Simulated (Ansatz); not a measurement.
Output of an Ansatz run (abridged):

```
Pseudopotentials: kind: paw
Pseudopotential: Si, paw, valence charge 4
Pseudopotential: C, paw, valence charge 4
Crystal: 2 atoms, lattice volume = 21.033 Å³
Basis set: ecut = 420 eV, 411 PW (Γ)
Bands: 8, of which v1, the nominal top of the filled ones, is band 4 counted from 1 (3 counted from 0)
Symmetry: 24 space group operations
Space group: F-43m (ITA 216), of the structure as read, at distance tolerance 2.8e-5 Å
k-points: 47 of 1000 (time reversal used)
PAW frozen core: Si, regenerated for the run's functional, and the local potential with it
PAW frozen core: C, regenerated for the run's functional, and the local potential with it
Initial density: superposition of atomic densities (neutral atoms: chi_scale 0, normalization atom), corrected by the library's trained network
Initial wavefunctions: pseudopotential atomic-orbital guess
Eigensolver: davidson
Functional: x = slater, c = lda
SCF iter   1: F=—  HF=-852.185843 eV  |F-HF|=—  |Δ(HF+E_count)|=         —  Δρ=7.75e-3  dr2=1.36e-2  ethr=1.77e-3  ⟨swp⟩=5.7  Hψ=3113  notcnv=0
all-band conjugate gradients solve this SCF's bands
preconditioner: auto → none
SCF iter   2: F=—  HF=-852.182199 eV  |F-HF|=—  |Δ(HF+E_count)|=   3.64e-3  Δρ=3.63e-3  dr2=1.44e-3  ethr=1.70e-4  ⟨swp⟩=2.3  Hψ=969  notcnv=0
SCF iter   3: F=—  HF=-852.181808 eV  |F-HF|=—  |Δ(HF+E_count)|=   3.91e-4  Δρ=1.49e-3  dr2=1.87e-4  ethr=1.80e-5  ⟨swp⟩=2.5  Hψ=543  notcnv=0
SCF iter   4: F=—  HF=-852.181762 eV  |F-HF|=—  |Δ(HF+E_count)|=   4.58e-5  Δρ=2.15e-4  dr2=4.35e-6  ethr=2.33e-6  ⟨swp⟩=1.0  Hψ=376  notcnv=0
SCF iter   5: F=—  HF=-852.181761 eV  |F-HF|=—  |Δ(HF+E_count)|=   1.08e-6  Δρ=8.45e-6  dr2=5.45e-9  ethr=5.44e-8  ⟨swp⟩=1.9  Hψ=505  notcnv=0
SCF iter   6: F=-852.181761 eV  HF=-852.181761 eV  |F-HF|=5.56e-11  |Δ(HF+E_count)|=   3.61e-9  Δρ=1.69e-6  dr2=2.45e-10  ethr=6.81e-11  ⟨swp⟩=1.7  Hψ=1192  notcnv=0
SCF 1 converged in 6 iterations: F = -852.181761 eV  dr2 = 2.45e-10
SCF converged after 6 iterations
Free energy (F): -852.181761 eV
Harris-Foulkes:  -852.181761 eV  (|F-HF|=5.56e-11)
Internal energy: -852.181761 eV  (E = F + TS)
E sigma→0 (E₀):  -852.181761 eV
Entropy (-TS):   -0.000000 eV (-0.000 meV/atom)
Fermi energy:    9.724507 eV
--- Per-component energies (eV) ---
  E_band       = 25.750042
  E_kinetic    = 134.820584
  E_local      = -107.239150  (includes V_loc(G=0)·N_el)
  E_nonlocal   = 53.694458
  E_hartree    = 31.928140
  E_xc         = -104.404689
  E_vxc        = -108.985370  (∫ρ·V_xc dr)
  E_paw        = -577.891320  (= ΣΔE_a)
  E_vpaw       = -10.396680  (= ΣTr[D̂ρ^β])
  E_aug_tail   = 0.000013  (compensation charges beyond the density's cutoff)
  E_ewald      = -283.236961
  E_core_change = 0.147163  (= ΣΔE_core)
  E_smearing   = -0.000000  (= −TS)
  E_closure    = 0.000000  (closes the sum)
  Σ components = -852.181761   (vs F -852.181761, Δ=0.00e0)
--- Forces (eV/Å), atoms counted from 1 ---
  atom   1  Si     0.00000000    -0.00000000     0.00000000
  atom   2  C     -0.00000000     0.00000000     0.00000000
  max |Σ_I F_I| component: 2.22e-16 eV/Å
--- Stress (GPa, compression-positive) ---
       -7.780259      -0.000000      -0.000000
       -0.000000      -7.780259       0.000000
       -0.000000       0.000000      -7.780259
  P = ⅓ Tr σ = -7.7803 GPa (-77.803 kbar)
  The stress holds the Pulay correction. Without it, at fixed plane waves, as pw.x and ABINIT print it: P = -8.1741 GPa
--- Band table (eV; the first three rows and the last of 47) ---
  k-point 0: bands = ["-6.1512", "9.0405", "9.0405", "9.0405", "15.1158", "16.1288", "16.1288", "16.1288"]
  k-point 1: bands = ["-5.9577", "8.0441", "8.9065", "8.9065", "15.3603", "16.3684", "16.3684", "16.3964"]
  k-point 2: bands = ["-5.3853", "5.9490", "8.5994", "8.5994", "15.0496", "16.7315", "16.7315", "17.5780"]
  k-point 46: bands = ["-0.9156", "1.9196", "4.2849", "4.5073", "13.6404", "16.8579", "18.8447", "19.9436"]
```

The structure:

```xyz
2
Lattice="0.0000 2.1909 2.1909 2.1909 0.0000 2.1909 2.1909 2.1909 0.0000" Properties=species:S:1:pos:R:3 pbc="T T T"
Si     0.0000     0.0000     0.0000
C      1.0955     1.0955     1.0955
```

Question: What input produced this log?

Answer: Other spellings and defaults could give the same log, and not every line can be read from it. The input that was run (DFT, LDA (PW92), plane waves, default PAW files made with PBE):

Ansatz 0.2 input:
```yaml
crystal:
  lattice:
    - [0.000000, 2.190900, 2.190900]
    - [2.190900, 0.000000, 2.190900]
    - [2.190900, 2.190900, 0.000000]
  atoms:
    - { symbol: Si, position: [0.000000, 0.000000, 0.000000] }
    - { symbol: C, position: [0.250000, 0.250000, 0.250000] }
basis:
  ecutwfc: 420.0
kpoints:
  mp_grid: { grid: [10, 10, 10] }
hamiltonian:
  xc: lda
  pseudopotentials: { kind: paw }
scf:
  occupations: { method: fermi_dirac, width: 0.05 }
output:
  forces: true
  eigenvalues: true
  stress: true
```

The starting cell has typed, rounded lattice constants, without a prior relaxation at this level. Its lattice was rescaled by up to half a per cent. With a pressure of about -8 GPa the cell is away from its equilibrium volume at this level. Ansatz's pressure includes its estimate of the finite-basis (Pulay) stress.

Ansatz is an electronic-structure program.
